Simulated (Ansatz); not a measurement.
Start from AlN in the wurtzite structure (space group P6_3mc, No. 186; a = 3.114 Å, c = 4.983 Å). Axes: x lies along a and z along c of the hexagonal cell.

Method: Ansatz (a first-principles code), PBEsol, PAW, cutoff 420 eV, without spin-orbit coupling.

Base values:

The band gap comes out as 4.09 eV.

The change: the cell is compressed by 1.20 % along z with no lateral relaxation, atoms relaxed at fixed cell.

Q: What happens to the stress and band gap?

A: The stress (xx, yy, zz, yz, xz, xy; compression positive) is (1.35, 1.35, 4.26, 0.00, 0.00, 0.00) GPa; the band gap grows by 0.04 eV (4.09 eV → 4.13 eV).

The cells carry an imposed strain or load. Whether these cells are dynamically stable was not tested.
